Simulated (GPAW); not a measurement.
A self-consistent single point of TiZn3 (P6_3/mmc, 8 atoms in the cell) with GPAW.

Method: PBEsol, GPAW PAW datasets PBEsol (made by gpaw-setup) (plane waves; GPAW).

The change in words: lattice scaled by 0.98. Reference geometry:
```yaml
crystal:
  lattice:
    - [5.58929, 0.00000, 0.00000]
    - [-2.79464, 4.84047, 0.00000]
    - [0.00000, 0.00000, 4.31574]
  atoms:
    - { symbol: Ti, position: [0.66667, 0.33333, 0.25000] }
    - { symbol: Ti, position: [0.33333, 0.66667, 0.75000] }
    - { symbol: Zn, position: [0.32954, 0.16477, 0.75000] }
    - { symbol: Zn, position: [0.67046, 0.83523, 0.25000] }
    - { symbol: Zn, position: [0.16477, 0.32954, 0.25000] }
    - { symbol: Zn, position: [0.83523, 0.67046, 0.75000] }
    - { symbol: Zn, position: [0.83523, 0.16477, 0.75000] }
    - { symbol: Zn, position: [0.16477, 0.83523, 0.25000] }
```

Reference input (self-consistent single point, DFT PBEsol, plane waves, GPAW PAW datasets PBEsol (made by gpaw-setup)): mode = pw; ecut = 850 eV; xc = PBEsol; kpts = 5 5 5; mesh shift (steps) = 0 0 0; occupations.name = methfessel-paxton; occupations.width = 0.1 eV; occupations.order = 0; nbands = -14; convergence.density = 1e-05 e/electron; symmetry.symmorphic = false; symmetry.tolerance = 0.0005. This run's input differs from it in these lines:

```diff
@@ -5,5 +5,5 @@
 atoms = Atoms(['Ti', 'Ti', 'Zn', 'Zn', 'Zn', 'Zn', 'Zn', 'Zn'],
-              cell=[[5.589289, 0.000000, 0.000000],
-                    [-2.794644, 4.840466, 0.000000],
-                    [0.000000, 0.000000, 4.315736]],
+              cell=[[5.477503, 0.000000, 0.000000],
+                    [-2.738751, 4.743657, 0.000000],
+                    [0.000000, 0.000000, 4.229421]],
               scaled_positions=[[0.666667, 0.333333, 0.250000],
```

The program printed (abridged):

```
     iter     time        total  log10-change:
                         energy   eigst   dens
iter:   1 --:--:--   -27.699639
iter:   2 --:--:--   -27.559220   -0.32  -1.45
iter:   3 --:--:--   -26.552465   -1.18  -1.48
iter:   4 --:--:--   -26.335991   -1.06  -1.57
iter:   5 --:--:--   -27.009418   -1.09  -1.78
iter:   6 --:--:--   -26.483658   -1.92  -1.84
iter:   7 --:--:--   -26.236993   -1.28  -1.89
iter:   8 --:--:--   -26.262623   -2.52  -2.33
iter:   9 --:--:--   -26.235517c  -3.86  -2.22
iter:  10 --:--:--   -26.229004c  -4.10  -2.29
iter:  11 --:--:--   -26.252301c  -4.00  -2.33
iter:  12 --:--:--   -26.346878   -2.90  -2.26
   [... lines left out ...]
iter:  20 --:--:--   -26.115689c  -4.62  -3.47
   [... 4 lines left out ...]
iter:  25 --:--:--   -26.115434c  -6.37  -3.94
iter:  26 --:--:--   -26.115423c  -5.67  -4.08
iter:  27 --:--:--   -26.115422c  -6.61  -4.23
iter:  28 --:--:--   -26.115422c  -7.08  -4.41
iter:  29 --:--:--   -26.115421c  -7.47c -4.45
iter:  30 --:--:--   -26.115421c  -7.43c -4.52
iter:  31 --:--:--   -26.115421c  -7.12  -4.61
iter:  32 --:--:--   -26.115421c  -8.49c -4.71
iter:  33 --:--:--   -26.115420c  -7.09  -4.75
iter:  34 --:--:--   -26.115423c  -6.85  -4.95
iter:  35 --:--:--   -26.115423c  -6.76  -4.82
iter:  36 --:--:--   -26.115422c  -7.91c -5.18c
Converged after 36 iterations.

Dipole moment: (0.000000, 0.000000, -0.000000) |e|*Ang

Energy contributions relative to reference atoms: (reference = -339331.968955)

Kinetic:         -3.696347
Potential:      +16.737590
External:        +0.000000
XC:             -38.858960
Entropy (-ST):   -0.010796
Local:           -0.292308
SIC:             +0.000000
--------------------------
Free energy:    -26.120820
Extrapolated:   -26.115422

Showing only first 2 kpts
 Kpt  Band  Eigenvalues  Occupancy
  0    46      8.43841    0.00052
  0    47      8.43843    0.00052
  0    48      8.63627    0.00000
  0    49      8.63630    0.00000

  1    46      7.99064    1.99581
  1    47      7.99066    1.99581
  1    48      8.20242    0.89553
  1    49      8.20246    0.89511

Fermi level: 8.19314

No gap
   [... lines left out ...]
  2 Zn   -0.02345   -0.01354    0.00000
  3 Zn    0.02345    0.01354   -0.00000
  4 Zn   -0.00000   -0.02708    0.00000
  5 Zn    0.00000    0.02708   -0.00000
  6 Zn    0.02345   -0.01354   -0.00000
  7 Zn   -0.02345    0.01354    0.00000

Stress tensor:
    -0.024351     0.000000     0.000000
     0.000000    -0.024351     0.000000
     0.000000     0.000000    -0.024517
Stress (GPa, Voigt): [-3.9014 -3.9014 -3.928   0.      0.      0.    ]
```

The run converged in 36 iterations. GPAW prints stress with tension positive. Against the reference run the free energy goes up by 1.0 meV/atom, the pressure goes from -3.27 to 3.91 GPa and the largest force goes from 0.011 to 0.027 eV/Å.

The starting cell comes from a database of computed structures (which also holds hypothetical and non-ambient phases and stackings), without a prior relaxation at this level. Its lattice was rescaled by a random factor within 2.5 % of one. For this run, on top of that: lattice scaled by 0.98. Spin polarisation is off. With a pressure of about 4 GPa the cell is away from its equilibrium volume at this level.

Cost on one core of a shared machine: roughly 10 min.
